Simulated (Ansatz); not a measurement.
Quick settings and what they miss: NbRu3C (Pm-3m, 5 atoms in the cell)

Self-consistent single point.

```yaml
crystal:
  lattice:
    - [3.99441, 0.00000, 0.00000]
    - [0.00000, 3.99441, 0.00000]
    - [0.00000, 0.00000, 3.99441]
  atoms:
    - { symbol: Nb, position: [0.00000, 0.00000, 0.00000] }
    - { symbol: Ru, position: [0.00000, 0.50000, 0.50000] }
    - { symbol: Ru, position: [0.50000, 0.00000, 0.50000] }
    - { symbol: Ru, position: [0.50000, 0.50000, 0.00000] }
    - { symbol: C, position: [0.50000, 0.50000, 0.50000] }
```

Method: PBEsol, harder PAW files (source: ansatz) made with PBE (plane waves; Ansatz, a first-principles code).

Base settings: basis.ecutwfc = 820 eV; kpoints.mp_grid.grid = 8 8 8; kpoints.mp_grid.shift = 0.5 0.5 0.5; hamiltonian.xc = pbesol; hamiltonian.pseudopotentials = {kind: paw, source: ansatz}; scf.occupations.method = cold; scf.occupations.width = 0.1 eV.

Tight run (finer mesh or higher cutoff; not a proven limit): basis.ecutwfc: 820 eV → 1150 eV; kpoints.mp_grid.grid: 8 8 8 → 11 11 11; scf.convergence.dr2_threshold: default (1e-07 eV) → 1e-09 eV. It gave Fermi level (on the code's own zero) 21.93 eV; pressure 3.42 GPa.

Quick runs, as changes from the base:
- A: the base itself
- B: basis.ecutwfc: 820 eV → 490 eV; kpoints.mp_grid.grid: 8 8 8 → 3 3 3; scf.occupations.method: cold → gaussian; scf.occupations.width: 0.1 eV → 0.136 eV; scf.convergence.dr2_threshold: default (1e-07 eV) → 0.0001 eV
- C: basis.ecutwfc: 820 eV → 655 eV; kpoints.mp_grid.grid: 8 8 8 → 6 6 6; scf.occupations.method: cold → methfessel_paxton; scf.occupations.width: 0.1 eV → 0.5 eV
- D: basis.ecutwfc: 820 eV → 410 eV; kpoints.mp_grid.grid: 8 8 8 → 4 4 4
- E: basis.ecutwfc: 820 eV → 410 eV; scf.occupations.method: cold → gaussian; scf.occupations.width: 0.1 eV → 0.136 eV
- F: kpoints.mp_grid.grid: 8 8 8 → 4 4 4; scf.convergence.dr2_threshold: default (1e-07 eV) → 0.0001 eV

Energies are extrapolated to zero smearing width, which holds to low order in the width alone.

The count of work is k-points × plane waves × bands × iterations; it is no time. 

Pressures in the table are Ansatz's without its Pulay estimate, at a fixed set of plane waves; the tight run's value above holds the estimate.

The starting cell comes from a database of computed structures (which also holds hypothetical and non-ambient phases and stackings), without a prior relaxation at this level. Its lattice was rescaled by a random factor within 2.5 % of one. Spin polarisation is off. In the base run, with a pressure of about 3 GPa the cell is away from its equilibrium volume at this level.

| run | energy less tight (meV/atom) | pressure less tight (GPa) | count of work / tight |
|---|---|---|---|
| A | 1.4 | 0.02 | 0.20 |
| B | 145.5 | -15.70 | 0.014 |
| C | 1.6 | -0.20 | 0.067 |
| D | 867.6 | -63.92 | 0.014 |
| E | 874.4 | -64.46 | 0.062 |
| F | 2.9 | 0.10 | 0.035 |

Among the runs at the tight run's level, the energy misses run from 1.4 to 874.4 meV/atom.

Keys are those of Ansatz 0.2.
